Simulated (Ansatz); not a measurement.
Take MgO in the rock salt structure (space group Fm-3m, No. 225) as the base.

```xyz
2
Lattice="0.0000 2.1022 2.1022 2.1022 0.0000 2.1022 2.1022 2.1022 0.0000" Properties=species:S:1:pos:R:3 pbc="T T T"
Mg     0.0000     0.0000     0.0000
O      2.1022     2.1022     2.1022
```

Cartesian axes are those of the cell as printed.

Method: Ansatz (an electronic-structure program), r2SCAN, PAW, cutoff 500 eV, scalar-relativistic without spin-orbit coupling.

Strains are applied to the cell and any free atomic positions relax; under biaxial strain the out-of-plane vector relaxes too.

One change was made to it. Results:

```csv
quantity,base,after
band gap,5.68 eV,5.29 eV
volume per atom,9.29 Å³,9.55 Å³
"valence-band top at Γ (three highest levels, from the VBM)","0.00, 0.00, 0.00 eV","0.00, -0.16, -0.16 eV"
energy relative to the base (free energy F),0 meV/atom,+6.5 meV/atom
```

**Question.** What was done to the base?
(A) biaxial strain +0.42 %, plane normal [111], relaxed out of plane
(B) biaxial strain +2.08 %, plane normal [111], relaxed out of plane
(C) biaxial strain +1.67 %, plane normal [111], relaxed out of plane

**Answer.** C, biaxial strain +1.67 %, plane normal [111], relaxed out of plane. For comparison, the band gap in the other runs: biaxial strain +0.42 %, plane normal [111], relaxed out of plane gives 5.58 eV; biaxial strain +2.08 %, plane normal [111], relaxed out of plane gives 5.20 eV.

No phonon test of stability was made.
